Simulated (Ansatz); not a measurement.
The starting structures come from a database of crystals and need not be the phases stable at ambient conditions.

By PBEsol, the system below comes out a metal.

A figure of merit of an interconnect metal is its ballistic conductance per area.

```
AuBe5
1.0
    4.31178     0.00000     0.00000
    0.00000     4.31178     0.00000
    2.15589     2.15589     3.04889
Be Au
5 1
Direct
  0.37525   0.62475   0.75050
  0.37525   0.62475   0.24950
  0.37525   0.12575   0.24950
  0.87425   0.62475   0.75050
  0.75000   0.25000   0.50000
  0.00000   0.00000   0.00000
```

The cell is taken as given; by PBEsol it stands under a pressure of -1.8 GPa.

The current flows along the normal of the first two printed cell vectors, the (001) plane of the conventional cell. No spin-orbit coupling; the value is a mean over 0.1 eV about the Fermi level.

Q: Compute, with PBEsol (Ansatz, a program for electronic structure), the ballistic conductance per area.

A: 0.56 × 10¹⁵ S/m² for both spins.
